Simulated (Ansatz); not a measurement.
Ansatz (a first-principles code) run on ZrCu5 (R3m, 6 atoms in the cell): relaxation of the atoms.

Method of the run: LDA (PW92), default PAW files made with PBE (plane waves; Ansatz).

The change in words: one atom moved by 0.15 angstrom; relax: default → atoms; relax.f_tol: default → 0.2 eV/Å. Reference geometry:
```
ZrCu5
1.0
    0.00000     3.42178     3.42178
    3.42178     0.00000     3.42178
    3.42178     3.42178     0.00000
Zr Cu
1 5
Cartesian
  0.00000   0.00000   0.00000
  5.13267   5.13267   5.13267
  4.27113   2.57243   4.27113
  2.57243   2.57243   2.57243
  2.57243   4.27113   4.27113
  4.27113   4.27113   2.57243
```

Reference input (self-consistent single point, DFT, LDA (PW92), plane waves, default PAW files made with PBE): basis.ecutwfc = 420 eV; kpoints.mp_grid.grid = 8 8 8; hamiltonian.xc = lda; hamiltonian.pseudopotentials = {kind: paw} (the program's default PAW files); scf.occupations.method = fermi_dirac; scf.occupations.width = 0.1 eV. This run's input differs from it in these lines:

```diff
@@ -6,3 +6,3 @@
   atoms:
-    - { symbol: Zr, position: [0.000000, 0.000000, 0.000000] }
+    - { symbol: Zr, position: [0.012655, 0.012655, 0.012655] }
     - { symbol: Cu, position: [0.750000, 0.750000, 0.750000] }
@@ -21,2 +21,4 @@
   occupations: { method: fermi_dirac, width: 0.1 eV }
+relax:
+  f_tol: 0.2
 output:
```

The program printed (abridged):

```
   [... SCF lines of the steps left out ...]
relax step   1: F+E_penalty+E_count = -36856.79213736 eV  Δ(F+E_penalty+E_count) = +0.000e0 eV  max|allowed force component| = 5.258e-1 eV/Å  Δτ_max = 0.0000 Å  (6 SCF iters, dr2 threshold 1.00e-4 eV, accepted)
relax step   2: F+E_penalty+E_count = -36856.85679374 eV  Δ(F+E_penalty+E_count) = -6.466e-2 eV  max|allowed force component| = 7.361e-2 eV/Å  Δτ_max = 0.1058 Å  (8 SCF iters, accepted)
the relaxation is at rest under the 6 symmetry operations that the run kept from its start: a minimum is not shown …
Free energy (F): -36856.856794 eV
Internal energy: -36856.762524 eV  (E = F + TS)
E sigma→0 (E₀):  -36856.809659 eV
Entropy (-TS):   -0.094270 eV (-15.712 meV/atom)
Fermi energy:    16.292536 eV
--- Forces (eV/Å), atoms counted from 1 ---
  atom   1  Zr    -0.07360239    -0.07360239    -0.07360239
  atom   2  Cu     0.00710591     0.00710591     0.00710591
  atom   3  Cu     0.02252050     0.01971859     0.02252050
  atom   4  Cu     0.00177330     0.00177330     0.00177330
  atom   5  Cu     0.01971859     0.02252050     0.02252050
   [... lines left out ...]
    - { symbol: Cu, position: [0.3777043345513408, 0.8741505109506486, 0.3777043345513408] }
    - { symbol: Cu, position: [0.37752746761776157, 0.37752746761776157, 0.37752746761776157] }
    - { symbol: Cu, position: [0.8741505109506486, 0.3777043345513408, 0.3777043345513408] }
    - { symbol: Cu, position: [0.3777043345513408, 0.3777043345513408, 0.8741505109506486] }
```

The run converged. 

Summary of the result:
```
Property                                                  Value
-----------------------------------------------  --------------
Free energy E − TS (on the zero of these files)  -36856.8568 eV
Fermi level (on the code's own zero)                   16.29 eV
Pressure                                              -8.89 GPa
Largest force (vector length)                        0.127 eV/Å
Relaxation steps                                              2
```

The starting cell comes from a database of computed structures (which also holds hypothetical and non-ambient phases and stackings), without a prior relaxation at this level. Its lattice was rescaled by up to half a per cent. For this run, on top of that: one atom moved by 0.15 angstrom. Spin polarisation is off. The relaxation keeps the symmetry of its start, so its end need not be a minimum. Ansatz's pressure includes its estimate of the finite-basis (Pulay) stress.

Cost on one core of a shared machine: roughly 70 s.

Keys are those of Ansatz 0.2.
